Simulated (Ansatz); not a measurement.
Consider the following.

```yaml
crystal:
  lattice:
    - [4.36790, 0.00000, 0.00000]
    - [-2.18395, 3.78271, 0.00000]
    - [0.00000, 0.00000, 7.12534]
  atoms:
    - { symbol: Cd, position: [0.33333, 0.66667, 0.99953] }
    - { symbol: Cd, position: [0.66667, 0.33333, 0.49953] }
    - { symbol: Se, position: [0.33333, 0.66667, 0.37547] }
    - { symbol: Se, position: [0.66667, 0.33333, 0.87547] }
```

Method: r2SCAN with spin-orbit coupling, rigid bands (plane waves, PAW; Ansatz, a quantum-chemistry and plane-wave program). Condition of this run: hydrostatic pressure of -2.1 GPa (compression positive) (the target of the relaxation). Cell: cell and atoms relaxed with PBEsol, then loaded as said.

### Question
What conductivity effective mass do dilute electrons have at 300 K?

### Answer
0.108 (x), 0.108 (y), 0.100 (z) mₑ.

### Question
Predict the hole conductivity mass (n e² τ/σ) at 300 K, by direction if it differs.

### Answer
0.95 (x), 0.95 (y), 1.16 (z) mₑ.

### Question
And the band gap?

### Answer
0.94 eV at this level; semilocal functionals usually fall short of the measured gap.

Rigid bands, one relaxation time for all states, no polarons. Geometry: cell and atoms relaxed with PBEsol.
